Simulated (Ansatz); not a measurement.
# The (102) surface of tetragonal WSi2 in its 1x1 cell (cut with top plane Si, bottom plane Si), outermost plane spacing 0.40 Å in the ideal cut (one of several cuts of this face), with 2 Si a cell over the bulk's ratio

Level of theory: PBE (plane waves to 420 eV, PAW; Ansatz, a first-principles code).

Set-up: 26 atoms, Si18W8, 10.4 Å thick at the start (thin: gaps and levels are the slab's own); mesh 12x4x1; 0.1 eV smearing; dipole correction on; all atoms relaxed; start symmetry kept, larger cells not searched; no spin, no spin-orbit, no U.

work function of the top face: 4.98 eV
energy released by relaxation: 0.65 eV
cost: very roughly 30 core-minutes
